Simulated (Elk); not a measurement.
Worked example: self-consistent single point of CaMg₃ (P-6m2, 4 atoms in the cell) in Elk.

Method: LDA (PW92), all-electron FP-LAPW, Elk's shipped species files, APW+lo basis with extra local orbitals (Elk).

```yaml
crystal:
  lattice:
    - [3.40907, 0.00000, 0.00000]
    - [-1.70453, 2.95234, 0.00000]
    - [0.00000, 0.00000, 10.88068]
  atoms:
    - { symbol: Ca, position: [0.00000, 0.00000, 0.50000] }
    - { symbol: Mg, position: [0.00000, 0.00000, 0.00000] }
    - { symbol: Mg, position: [0.66667, 0.33333, 0.76455] }
    - { symbol: Mg, position: [0.66667, 0.33333, 0.23545] }
```

Reference input (self-consistent single point, DFT, PBEsol, all-electron FP-LAPW, Elk's shipped species files, APW+lo basis with extra local orbitals): xctype = 22; rgkmax = 7.5; stype = 0; swidth = 0.00367493 Ha; ngridk = 9 9 3; tforce = true; gmaxvr = 18 1/bohr; lmaxapw = 10; lmaxo = 8; nxlo = 2; lorbcnd = true; lradstp = 2. This run's input differs from it in these lines:

```diff
@@ -2,5 +2,2 @@
   0
-
-xctype
-  22
```

Output (repeated stretches shortened):

```
│ Self-consistent loop started │
│ Loop number : 1 │
 total energy                :     -1283.57702346
│ Loop number : 2 │
 total energy                :     -1282.71118294
RMS change in Kohn-Sham potential (target) :   0.2058200180     (  0.1000000000E-05)
Absolute change in total energy (target)   :   0.8658405219     (  0.1000000000E-03)
│ Loop number : 3 │
 total energy                :     -1280.67335807
RMS change in Kohn-Sham potential (target) :   0.1229127699     (  0.1000000000E-05)
Absolute change in total energy (target)   :    2.254285007     (  0.1000000000E-03)
│ Loop number : 4 │
   [... lines left out ...]
Absolute change in total energy (target)   :   0.6146207099E-03 (  0.1000000000E-03)
│ Loop number : 14 │
 total energy                :     -1277.32784542
RMS change in Kohn-Sham potential (target) :   0.4154455677E-06 (  0.1000000000E-05)
Absolute change in total energy (target)   :   0.1912156549E-03 (  0.1000000000E-03)
│ Loop number : 15 │
 total energy                :     -1277.32784887
RMS change in Kohn-Sham potential (target) :   0.1106466823E-06 (  0.1000000000E-05)
Absolute change in total energy (target)   :   0.4435272558E-04 (  0.1000000000E-03)
Convergence targets achieved

│ Loop number : 16 │

Energies :
 Fermi                       :     0.119963291030
 total energy                :     -1277.32784568

Density of states at Fermi energy :    98.65534342
 (states/Hartree/unit cell)

Estimated indirect band gap :   0.1727361308E-02
 from k-point     35 to k-point     15
Estimated direct band gap   :   0.6531663184E-02
 at k-point     38

Charges :
 core                        :    16.00000000
 valence                     :    40.00000000
 interstitial                :    6.422421411
 muffin-tins (core leakage)
  species :    1 (Ca)
   atom    1                 :    18.21107545     (  0.2014487777E-07)
  species :    2 (Mg)
   atom    1                 :    10.45482493     (  0.6661338148E-15)
   atom    2                 :    10.45583910     (   0.000000000    )
   [... lines left out ...]
   total force               :     0.00000000    0.00000000   -0.00007256
   total magnitude           :     0.00007256
  atom :    3
   Hellmann-Feynman          :     0.00000000   -0.00000000    0.02669464
   IBS                       :    -0.00000000    0.00000000   -0.02662207
   total force               :     0.00000000    0.00000000    0.00007256
   total magnitude           :     0.00007256
```

The run converged in 16 iterations. The count includes the last loop, which Elk runs after its targets are met. 

The starting cell comes from a database of computed structures (which also holds hypothetical and non-ambient phases and stackings), without a prior relaxation at this level. Values depend on the basis (sphere radii, cutoffs, local orbitals), which need not be converged. The log's line on a gap gives a spacing of levels on this mesh, which the program prints for metals too.

Cost on one core of a shared machine: roughly 4 min.
